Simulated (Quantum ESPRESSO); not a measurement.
The steps of a band-structure calculation for LaAl2Ge2 (P-3m1, 5 atoms in the cell) with Quantum ESPRESSO.

Computed with PBEsol, GBRV 1.5 ultrasoft (PBESOL) pseudopotentials (plane waves; Quantum ESPRESSO).

Step 1 (scf):

```fortran
&CONTROL
   calculation = 'scf',
   outdir = './out',
   pseudo_dir = './',
   tprnfor = .true.,
   tstress = .true.,
/
&SYSTEM
   ibrav = 0,
   nat = 5,
   ntyp = 3,
   ecutwfc = 50,
   ecutrho = 250,
   occupations = 'smearing',
   smearing = 'marzari-vanderbilt',
   degauss = 0.0073499,
/
&ELECTRONS
   conv_thr = 1e-10,
   mixing_beta = 0.4,
/
ATOMIC_SPECIES
La   138.9055  la_pbesol_v1.uspp.F.UPF
Al    26.9815  al_pbesol_v1.uspp.F.UPF
Ge    72.6300  ge_pbesol_v1.4.uspp.F.UPF
ATOMIC_POSITIONS {crystal}
La    0.0000000000    0.0000000000    0.0000000000
Al    0.6666666667    0.3333333333    0.3642700000
Al    0.3333333333    0.6666666667    0.6357300000
Ge    0.6666666667    0.3333333333    0.7269200000
Ge    0.3333333333    0.6666666667    0.2730800000
K_POINTS {automatic}
6 6 3  0 0 0
CELL_PARAMETERS {angstrom}
   4.2705394262     0.0000000000     0.0000000000
  -2.1352697131     3.6983956309     0.0000000000
   0.0000000000     0.0000000000     7.0652600000
```

Step 2 (bands):

```fortran
&CONTROL
   calculation = 'bands',
   outdir = './out',
   pseudo_dir = './',
   verbosity = 'high',
/
&SYSTEM
   ibrav = 0,
   nat = 5,
   ntyp = 3,
   ecutwfc = 50,
   ecutrho = 250,
   occupations = 'smearing',
   smearing = 'marzari-vanderbilt',
   degauss = 0.0073499,
   nbnd = 31,
/
&ELECTRONS
   conv_thr = 1e-10,
   startingwfc = 'random',
   diago_thr_init = 1.0d-6,
   diagonalization = 'cg',
/
ATOMIC_SPECIES
La   138.9055  la_pbesol_v1.uspp.F.UPF
Al    26.9815  al_pbesol_v1.uspp.F.UPF
Ge    72.6300  ge_pbesol_v1.4.uspp.F.UPF
ATOMIC_POSITIONS {crystal}
La    0.0000000000    0.0000000000    0.0000000000
Al    0.6666666667    0.3333333333    0.3642700000
Al    0.3333333333    0.6666666667    0.6357300000
Ge    0.6666666667    0.3333333333    0.7269200000
Ge    0.3333333333    0.6666666667    0.2730800000
K_POINTS {crystal_b}
12
  0.00000000   0.00000000   0.00000000   8  ! G
  0.50000000   0.00000000   0.00000000   5  ! M
  0.33333333   0.33333333   0.00000000  10  ! K
  0.00000000   0.00000000   0.00000000   4  ! G
  0.00000000   0.00000000   0.50000000   8  ! A
  0.50000000   0.00000000   0.50000000   5  ! L
  0.33333333   0.33333333   0.50000000  10  ! H
  0.00000000   0.00000000   0.50000000   1  ! A
  0.50000000   0.00000000   0.50000000   4  ! L
  0.50000000   0.00000000   0.00000000   1  ! M
  0.33333333   0.33333333   0.00000000   4  ! K
  0.33333333   0.33333333   0.50000000   1  ! H
CELL_PARAMETERS {angstrom}
   4.2705394262     0.0000000000     0.0000000000
  -2.1352697131     3.6983956309     0.0000000000
   0.0000000000     0.0000000000     7.0652600000
```

Step 3 (bands.x):

```fortran
&BANDS
   outdir = './out',
   filband = 'bands.dat',
   lsym = .false.,
/
```

Output of bands (abridged):

```
     Atomic positions and unit cell read from directory:
     ./out/pwscf.save/

     Message from routine setup:
     using ibrav=0 with symmetry is DISCOURAGED, use correct ibrav instead
     G-vector sticks info
     --------------------
     sticks:   dense  smooth     PW     G-vecs:    dense   smooth      PW
     Sum        1135     913    253                50317    35953    5661

     bravais-lattice index     =            0
   [... lines left out ...]
     unit-cell volume          =     753.0449 (a.u.)^3
   [... lines left out ...]
        k(    3) = (   0.1250000   0.0721688   0.0000000), wk =   0.0327869
   [... 58 lines left out ...]

     Dense  grid:    50317 G-vectors     FFT dimensions: (  45,  45,  72)

     Smooth grid:    35953 G-vectors     FFT dimensions: (  40,  40,  64)

     The potential is recalculated from file :
     ./out/pwscf.save/charge-density

     negative rho (up, down):  5.462E-02 0.000E+00

     Band Structure Calculation
     CG style diagonalization

     ethr =  1.00E-06,  avg # of iterations = 37.7

     End of band structure calculation

          k = 0.0000 0.0000 0.0000 (  4477 PWs)   bands (ev):

   -23.3948 -14.6806 -14.6806 -14.6797 -14.6797 -14.6647 -14.6645 -14.6526
   -14.6526 -14.6514 -14.6514  -7.2809  -6.9069  -6.9069  -1.6432   0.6806
     4.3928   7.3896   7.3896   8.7465   9.0971   9.0971   9.5510   9.9198
    10.6199  10.6199  11.0391  11.1882  11.1884  11.1980  11.1981

          k = 0.0625 0.0361 0.0000 (  4483 PWs)   bands (ev):

   -23.3936 -14.6808 -14.6806 -14.6796 -14.6795 -14.6646 -14.6644 -14.6527
   -14.6527 -14.6514 -14.6513  -7.2754  -6.9258  -6.9106  -1.6018   0.6879
     4.4463   7.0112   7.3650   8.6357   8.9506   8.9674   9.5480   9.9303
    10.7277  10.7776  10.9659  11.0057  11.2711  11.3710  11.4115

   [... 59 blocks of this kind left out ...]
```

Output of bands.x (abridged):

```
     Reading xml data from directory:

     ./out/pwscf.save/

     G-vector sticks info
     --------------------
     sticks:   dense  smooth     PW     G-vecs:    dense   smooth      PW
     Sum        1135     913    253                50317    35953    5661

     negative rho (up, down):  5.462E-02 0.000E+00
     Reading collected, re-writing distributed wavefunctions
     high-symmetry point:  0.0000 0.0000 0.0000   x coordinate   0.0000
     high-symmetry point:  0.5000 0.2887 0.0000   x coordinate   0.5774
     high-symmetry point:  0.3333 0.5774 0.0000   x coordinate   0.9107
     high-symmetry point:  0.0000 0.0000 0.0000   x coordinate   1.5774
     high-symmetry point:  0.0000 0.0000 0.3022   x coordinate   1.8796
     high-symmetry point:  0.5000 0.2887 0.3022   x coordinate   2.4569
     high-symmetry point:  0.3333 0.5774 0.3022   x coordinate   2.7903
     high-symmetry point:  0.0000 0.0000 0.3022   x coordinate   3.4569
     high-symmetry point:  0.5000 0.2887 0.3022   x coordinate   3.4569
     high-symmetry point:  0.5000 0.2887 0.0000   x coordinate   3.7591
     high-symmetry point:  0.3333 0.5774 0.0000   x coordinate   4.0925
     high-symmetry point:  0.3333 0.5774 0.3022   x coordinate   4.3947

     Plottable bands (eV) written to file bands.dat.gnu
     Bands written to file bands.dat

   JOB DONE.
```

The starting cell comes from a database of computed structures (which also holds hypothetical and non-ambient phases and stackings), without a prior relaxation at this level. Its lattice was rescaled by a random factor within 2.5 % of one.
